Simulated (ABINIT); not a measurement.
A self-consistent single point of BaN2 (C2/c, 6 atoms in the cell) with ABINIT.

Computed with PBEsol, norm-conserving pseudopotentials (PseudoDojo nc-sr-04 PBEsol standard) (plane waves; ABINIT).

The change in words: lattice scaled by 0.98. Reference geometry:
```xyz
6
Lattice="3.5867 -2.2265 0.0000 3.5867 2.2265 0.0000 -1.9063 0.0000 7.0603" Properties=species:S:1:pos:R:3 pbc="T T T"
Ba     2.1569     1.3178     5.2952
Ba     3.1101    -1.3178     1.7651
N      1.0909    -0.6544     3.8493
N      4.1761     0.6544     3.2110
N      3.2229    -0.6544     6.7411
N      2.0441     0.6544     0.3191
```

Reference input (self-consistent single point, DFT, PBEsol, plane waves, norm-conserving pseudopotentials (PseudoDojo nc-sr-04 PBEsol standard)): pseudos = [Ba.upf, N.upf]; ecut = 42 Ha; occopt = 3; tsmear = 0.1 eV; ngkpt = 6 6 3; nshiftk = 1; shiftk = 0 0 0; potentials = PseudoDojo nc-sr-04 PBEsol standard; nband = 27; kptopt = 1; nstep = 100; tolvrs = 1e-10. This run's input differs from it in these lines:

```diff
@@ -3,7 +3,7 @@
 pseudos "Ba.upf, N.upf"
-acell 4.2215316586 4.2215316586 7.3130997746 Angstrom
+acell 4.1371009521 4.1371009521 7.1668379541 Angstrom
 rprim
-         0.8496098786   -0.5274116553   -0.0000000000
-         0.8496098786    0.5274116553   -0.0000000000
-        -0.2606730468   -0.0000000000    0.9654271400
+         0.8496099178   -0.5274115921   -0.0000000000
+         0.8496099178    0.5274115921   -0.0000000000
+        -0.2606729791   -0.0000000000    0.9654271583
 natom 6
```

Output, abridged:

```
--- !BeginCycle
solver: {iscf: 7, nstep: 100, nline: 4, wfoptalg: 0, }
tolerances: {tolvrs: 1.00E-10, }
...

     iter   Etot(hartree)      deltaE(h)  residm     vres2
 ETOT  1  -97.287716081802    -9.729E+01 7.798E-02 8.818E+02
 ETOT  2  -97.407425589466    -1.197E-01 6.413E-03 5.018E+02
 ETOT  3  -97.489510330637    -8.208E-02 5.732E-03 9.825E+00
 ETOT  4  -97.490982883792    -1.473E-03 1.682E-03 6.174E-02
 ETOT  5  -97.491006709941    -2.383E-05 1.899E-03 2.393E-03
   [... 5 lines left out ...]
 ETOT 11  -97.491008632161    -3.364E-11 1.043E-04 8.356E-09
 ETOT 12  -97.491008632165    -4.306E-12 8.989E-05 2.195E-10
 ETOT 13  -97.491008632168    -3.155E-12 9.866E-05 1.494E-10
 ETOT 14  -97.491008632169    -5.400E-13 4.195E-05 7.019E-12
 At SCF step   14       vres2   =  7.02E-12 < tolvrs=  1.00E-10 =>converged.

 Cartesian components of stress tensor (hartree/bohr^3)
  sigma(1 1)= -4.78373978E-05  sigma(3 2)=  0.00000000E+00
  sigma(2 2)= -1.26777820E-04  sigma(3 1)= -4.06663752E-05
  sigma(3 3)= -6.02971111E-05  sigma(2 1)=  0.00000000E+00

 ----iterations are completed or convergence reached----

 reduced coordinates (array xred) for    6 atoms
       0.204070000000      0.795930000000      0.750000000000
       0.795930000000      0.204070000000      0.250000000000
       0.443930000000      0.150010000000      0.545200000000
       0.556070000000      0.849990000000      0.454800000000
       0.849990000000      0.556070000000      0.954800000000
       0.150010000000      0.443930000000      0.045200000000
 cartesian forces (eV/Angstrom) at end:
   [... lines left out ...]
 Fermi (or HOMO) energy (hartree) =   0.27065   Average Vxc (hartree)=  -0.37441
 Fermi (or HOMO) energy (eV) =   7.36488   Average Vxc (eV)= -10.18834
   [... lines left out ...]
total_energy        : -9.74910086321688E+01
total_energy_eV     : -2.65286525878852E+03
band_energy         : -6.83945261181232E+00
...

-Cartesian components of stress tensor (GPa)         [Pressure=  2.3038E+00 GPa]
- sigma(1 1)= -1.40742460E+00  sigma(3 2)=  0.00000000E+00
- sigma(2 2)= -3.72993162E+00  sigma(3 1)= -1.19644586E+00
- sigma(3 3)= -1.77400196E+00  sigma(2 1)=  0.00000000E+00

 Calculation completed.
```

The run converged in 14 iterations. Against the reference run the free energy falls by 3.6 meV/atom, the pressure goes from -3.06 to 2.30 GPa and the largest force goes from 0.220 to 1.791 eV/Å.

The starting cell comes from a database of computed structures (which also holds hypothetical and non-ambient phases and stackings), without a prior relaxation at this level. For this run, on top of that: lattice scaled by 0.98. Forces in this geometry exceed 1 eV/Å. The run gives no clean gap (levels at the Fermi energy touch, overlap or are partly filled at this smearing), which alone does not show that the compound is a metal.

Cost on one core of a shared machine: roughly 5 min.
